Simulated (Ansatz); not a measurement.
## PBE against r2SCAN: CdSe, isotropic strain +3.81 %

Start from CdSe in the wurtzite structure (space group P6_3mc, No. 186; a = 4.383 Å, c = 7.155 Å).

(Cell as relaxed with PBE.)

Levels (all Ansatz, a first-principles code, PAW, earlier PAW set): PBE (420 eV, without spin-orbit coupling); r2SCAN (500 eV, without spin-orbit coupling).

Each level relaxes its own structure.

```tsv
base	PBE	r2SCAN
volume per atom	29.76 Å³	28.86 Å³
lattice parameter a	4.383 Å	4.340 Å
band gap	0.54 eV	1.10 eV
```

The change: an isotropic linear strain of +3.81 %, atoms relaxed at fixed cell.

```tsv
quantity	PBE	r2SCAN
energy relative to the base (free energy F)	+47 meV/atom	…
shift of the gap caused by the change	-0.24 eV	…
pressure (mean of the normal stresses, compression positive)	-3.84 GPa	…
electron mass	0.038 mₑ (at Γ)	…
band gap	0.30 eV	…
```

Task: Given the PBE results, estimate those of r2SCAN.

Result: 
- energy relative to the base (free energy F), r2SCAN: +53 meV/atom
- shift of the gap caused by the change, r2SCAN: -0.27 eV
- pressure (mean of the normal stresses, compression positive), r2SCAN: -4.46 GPa
- electron mass, r2SCAN: 0.080 mₑ along c, 0.085 mₑ across (at Γ)
- band gap, r2SCAN: 0.83 eV

PBE's energy relative to the base lies 5.7 meV/atom below r2SCAN's; PBE's shift of the gap caused by the change lies 0.03 eV above r2SCAN's; PBE's pressure lies 0.612 GPa above r2SCAN's; PBE's band gap lies 0.53 eV below r2SCAN's. Neither level is exact; r2SCAN is the comparison here, not a measurement.

Masses are band curvatures over ±0.01 Å⁻¹ around the edge. Stability against distortions was not tested.
